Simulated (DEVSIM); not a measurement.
System: TaN/SiO2/n-Si capacitor, at 300 K.

| layer (left to right) | material | thickness (nm) | Nd (cm⁻³) |
|---|---|---|---|
| 1 | SiO2 | 13.0 | - |
| 2 | Si | 2300 | 6.3e16 |

Metal gate on the left, work function 4.4 eV. Fixed charge at the semiconductor interface 6.8e11 cm⁻² (in units of +e); no interface traps.

Constants are typed, rounded textbook-type inputs, not results; the design itself was drawn at random and stands for no fabricated device. Values at 300 K.

```tsv
parameter	SiO2	Si
gap (eV)	9	1.124
affinity (eV)	0.9	4.05
permittivity	3.9	11.7
Nc (cm⁻³)	-	2.86e19
Nv (cm⁻³)	-	3.1e19
```

Model (solved in DEVSIM): 1D Poisson equation in equilibrium, Boltzmann statistics, complete ionisation; no quantum confinement or tunnelling. Metal contacts follow the ideal Schottky-Mott rule: no Fermi-level pinning, no interface dipoles.

The SiO2 thickness was swept, all else fixed.

```
SiO2 thickness (μm)  capacitance of the dielectric stack (μF/cm²)  minimum of the low-frequency capacitance (μF/cm²)  flat-band voltage (V)  threshold voltage (band bending 2φF) (V)
-------------------  --------------------------------------------  -------------------------------------------------  ---------------------  ----------------------------------------
0.0052                                                      0.664                                             0.0804                   0.03                                     -0.97
0.0072                                                      0.480                                             0.0755                  -0.04                                     -1.11
0.0091                                                      0.379                                             0.0725                  -0.10                                     -1.24
0.011                                                       0.314                                             0.0702                  -0.16                                     -1.37
0.013                                                       0.266                                             0.0674                  -0.22                                     -1.51
0.016                                                       0.216                                             0.0637                  -0.31                                     -1.72
```

From the first row to the last the capacitance of the dielectric stack goes from 0.664 to 0.216. From the first row to the last the minimum of the low-frequency capacitance goes from 0.0804 to 0.0637.
